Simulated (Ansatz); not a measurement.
Take BAs in the zinc blende structure (space group F-43m, No. 216; a = 4.768 Å) as the base.

Structures relaxed with Ansatz (an electronic-structure program) PBEsol, no spin-orbit coupling.

Base:

Simulated powder pattern, Cu Kα1, λ = 1.54056 Å (kinematic, ideal powder, no thermal factors, no anomalous dispersion; the 14 strongest lines at most, above 2 %, up to 2θ = 90°):

| 2θ (°) | I/Imax (%) | hkl |
|---|---|---|
| 32.50 | 100 | (111) |
| 37.70 | 40 | (200) |
| 54.38 | 40 | (220) |
| 64.80 | 40 | (311) |
| 68.06 | 9.5 | (222) |
| 80.52 | 6.3 | (400) |
| 89.53 | 17 | (331) |

After one change:

Simulated powder pattern, Cu Kα1, λ = 1.54056 Å (kinematic, ideal powder, no thermal factors, no anomalous dispersion; the 14 strongest lines at most, above 2 %, up to 2θ = 90°):

```
2θ (°)  I/Imax (%)
------  ----------
32.42          100
37.61           40
54.24           40
64.63           40
67.88          9.5
80.28          6.3
89.26           17
```

Task: Which change produced these results?
(A) pressure −1 GPa
(B) pressure 4.5 GPa
(C) pressure 15 GPa
(D) pressure 22.5 GPa

Result: A, pressure −1 GPa. Its volume per atom is 13.65 Å³ against 13.55 Å³, and its space group is F-43m (No. 216).

Load acts through the strain it causes; cell and atoms are relaxed under it. No phonon test of stability was made. Competing high-pressure phases were not computed.
